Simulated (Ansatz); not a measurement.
Carrier doping in AlAs

The parent structure is AlAs in the zinc blende structure (space group F-43m, No. 216; a = 5.728 Å).

Carriers are added at fixed cell with a uniform background; the Fermi–Dirac width is that of 300 K.

All numbers come from PBE (Ansatz, a program for electronic structure, PAW, without spin-orbit coupling).

Notes on the quantities. Fermi level from band edge: Fermi level relative to the doped band's edge (positive inside the band; to 0.05 eV).

```json
[
 {"change": "undoped", "gap between the host's bands": "1.50 eV", "Fermi level from band edge": "–"},
 {"change": "electrons 7.0×10^20 cm⁻³", "gap between the host's bands": "1.49 eV", "Fermi level from band edge": "+0.30 eV"},
 {"change": "electrons 2.0×10^21 cm⁻³", "gap between the host's bands": "1.46 eV", "Fermi level from band edge": "+0.55 eV"},
 {"change": "electrons 5.0×10^21 cm⁻³", "gap between the host's bands": "1.41 eV", "Fermi level from band edge": "+0.85 eV"},
 {"change": "electrons 7.0×10^21 cm⁻³", "gap between the host's bands": "1.38 eV", "Fermi level from band edge": "+1.00 eV"},
 {"change": "holes 7.0×10^20 cm⁻³", "gap between the host's bands": "1.53 eV", "Fermi level from band edge": "+0.15 eV"},
 {"change": "holes 2.0×10^21 cm⁻³", "gap between the host's bands": "1.58 eV", "Fermi level from band edge": "+0.30 eV"},
 {"change": "holes 5.0×10^21 cm⁻³", "gap between the host's bands": "___", "Fermi level from band edge": "___"},
 {"change": "holes 7.0×10^21 cm⁻³", "gap between the host's bands": "1.77 eV", "Fermi level from band edge": "+0.60 eV"}
]
```

Task: What belongs in the blanks?

Result: 
- holes 5.0×10^21 cm⁻³, gap between the host's bands: 1.69 eV
- holes 5.0×10^21 cm⁻³, Fermi level from band edge: +0.50 eV

Charged cell with a jellium background: band edges are those of the host's band count, energies are not comparable with the neutral cell, and many-body gap narrowing is missing. Gaps are read on the SCF mesh and a high-symmetry path. Whether these cells are dynamically stable was not tested.
